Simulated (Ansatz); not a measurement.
# Response to strain in VN

Take VN in the rock salt structure (space group Fm-3m, No. 225; relaxed with 0.1 eV smearing) as the base.

```xyz
2
Lattice="0.0000 2.0374 2.0374 2.0374 0.0000 2.0374 2.0374 2.0374 0.0000" Properties=species:S:1:pos:R:3 pbc="T T T"
N      0.0000     0.0000     0.0000
V      2.0374     2.0374     2.0374
```

Cartesian axes are those of the cell as printed.

Strains are applied to the cell and any free atomic positions relax; under biaxial strain the out-of-plane vector relaxes too.

Calculations: PBEsol/PAW in Ansatz (an electronic-structure program), no spin-orbit coupling, earlier PAW set.

Notes on the quantities. energy relative to the base: free energy F; pressure: mean of the normal stresses, compression positive.

```json
[
 {"change": "base", "energy relative to the base": "0 meV/atom", "volume per atom": "8.46 Å³", "space group": "Fm-3m (No. 225)", "pressure": "0.0 GPa"},
 {"change": "biaxial strain +2.29 %, plane normal [001], relaxed out of plane", "energy relative to the base": "+20 meV/atom", "volume per atom": "8.75 Å³", "space group": "I4/mmm (No. 139)", "pressure": "-10.2 GPa"},
 {"change": "biaxial strain +3.42 %, plane normal [001], relaxed out of plane", "energy relative to the base": "+42 meV/atom", "volume per atom": "8.91 Å³", "space group": "I4/mmm (No. 139)", "pressure": "-14.1 GPa"},
 {"change": "biaxial strain +2.84 %, plane normal [110], relaxed out of plane", "energy relative to the base": "+24 meV/atom", "volume per atom": "8.75 Å³", "space group": "Immm (No. 71)", "pressure": "-10.3 GPa"},
 {"change": "biaxial strain −1.27 %, plane normal [111], relaxed out of plane", "energy relative to the base": "+4.5 meV/atom", "volume per atom": "8.35 Å³", "space group": "R-3m (No. 166)", "pressure": "4.5 GPa"},
 {"change": "biaxial strain +0.30 %, plane normal [111], relaxed out of plane", "energy relative to the base": "+0.3 meV/atom", "volume per atom": "(withheld)", "space group": "R-3m (No. 166)", "pressure": "(withheld)"},
 {"change": "uniaxial strain ε_yy = +5.19 %", "energy relative to the base": "+39 meV/atom", "volume per atom": "8.90 Å³", "space group": "I4/mmm (No. 139)", "pressure": "-13.9 GPa"},
 {"change": "uniaxial strain ε_zz = +1.16 %", "energy relative to the base": "+2.3 meV/atom", "volume per atom": "8.56 Å³", "space group": "I4/mmm (No. 139)", "pressure": "-3.7 GPa"},
 {"change": "tensor shear ε_xz = −0.66 %", "energy relative to the base": "+0.6 meV/atom", "volume per atom": "8.46 Å³", "space group": "Immm (No. 71)", "pressure": "0.0 GPa"},
 {"change": "tensor shear ε_xz = −0.79 %", "energy relative to the base": "+0.9 meV/atom", "volume per atom": "8.46 Å³", "space group": "Immm (No. 71)", "pressure": "0.0 GPa"}
]
```

Some entries are withheld; estimate them.


- biaxial strain +0.30 %, plane normal [111], relaxed out of plane, volume per atom: 8.48 Å³
- biaxial strain +0.30 %, plane normal [111], relaxed out of plane, pressure: -1.0 GPa

A biaxial case was relaxed in a doubled cell and then solved in the primitive one. No phonon test of stability was made. Starting moments died away, wholly or in part, for the base; another magnetic solution may exist. All final runs are without spin polarisation.
